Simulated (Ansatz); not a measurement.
## Cost against accuracy: basis.ecutwfc for GeSb₂Te₄ (R-3m, 7 atoms in the cell)

Cell: a = 13.9828 Å, b = 13.9828 Å, c = 13.9828 Å, α = 17.40°, β = 17.40°, γ = 17.40°.

Level of theory: PBE, PAW files (plane waves; Ansatz, a first-principles code).

Base settings: basis.ecutwfc = 420 eV; kpoints.mp_grid.grid = 5 5 5; hamiltonian.xc = pbe; hamiltonian.pseudopotentials = {kind: paw} (the program's default PAW files); scf.occupations.method = fermi_dirac; scf.occupations.width = 0.1 eV.

Misses are taken against the tightest run, 840 eV, which need not be fully converged itself. The energy is the free energy per atom.

The count of work is k-points × plane waves × bands × iterations; it is no time, and leaves out set-up, grids and terms that scale otherwise. 

Ansatz's pressure holds its estimate of the finite-basis (Pulay) stress, which hides part of the cutoff error; the uncorrected pressure shows it.

The starting cell was generated: these elements placed on a structure prototype, without a prior relaxation; it need not be a known phase or ordering of this composition. Its lattice was rescaled by a random factor within 2.5 % of one. Ansatz's pressure includes its estimate of the finite-basis (Pulay) stress. A gap is left out here, as mesh or smearing make it unsure.

The runs (basis.ecutwfc): 170 eV | 210 eV | 250 eV | 295 eV | 335 eV | 380 eV | 420 eV | 485 eV | 545 eV | 630 eV | 735 eV | 840 eV.

Question: Which is the coarsest setting among those run that, with all tighter ones, holds the energy within 2 meV/atom of the reference, and what does it save?

Answer: 380 eV, off by 1.6 meV/atom; it needs 0.31 of the reference's count of work.

Question: Which is the coarsest setting among those run that, with all tighter ones, holds the energy within 0.5 meV/atom of the reference, and what does it save?

Answer: 485 eV, off by 0.31 meV/atom; it needs 0.45 of the reference's count of work.

Question: What does the step from 250 eV to 485 eV buy?

Answer: It takes the miss in the energy from 590 to 0.31 meV/atom, for 2.9 times the count of work.

| basis.ecutwfc | energy less reference (meV/atom) | pressure less reference (GPa) | largest difference in the force on any atom (eV/Å) | uncorrected pressure less reference (GPa) | count of work / reference |
|---|---|---|---|---|---|
| 170 eV | 18174.28 | -0.20 | 1.201 | -432.67 | 0.094 |
| 210 eV | 3590.57 | 0.24 | 0.285 | -111.61 | 0.12 |
| 250 eV | 591.02 | 0.37 | 0.089 | -24.28 | 0.15 |
| 295 eV | 56.94 | 0.06 | 0.027 | -3.28 | 0.21 |
| 335 eV | 5.64 | 0.01 | 0.002 | -0.34 | 0.26 |
| 380 eV | 1.56 | 0.01 | 0.002 | -0.01 | 0.31 |
| 420 eV | 0.98 | 0.00 | 0.001 | -0.02 | 0.36 |
| 485 eV | 0.31 | 0.00 | 0.000 | 0.00 | 0.45 |
| 545 eV | 0.19 | 0.00 | 0.000 | 0.00 | 0.52 |
| 630 eV | 0.10 | 0.00 | 0.000 | 0.00 | 0.66 |
| 735 eV | 0.04 | 0.00 | 0.000 | 0.00 | 0.83 |
| 840 eV | 0.00 | 0.00 | 0.000 | 0.00 | 1.0 |

Keys are those of Ansatz 0.2.
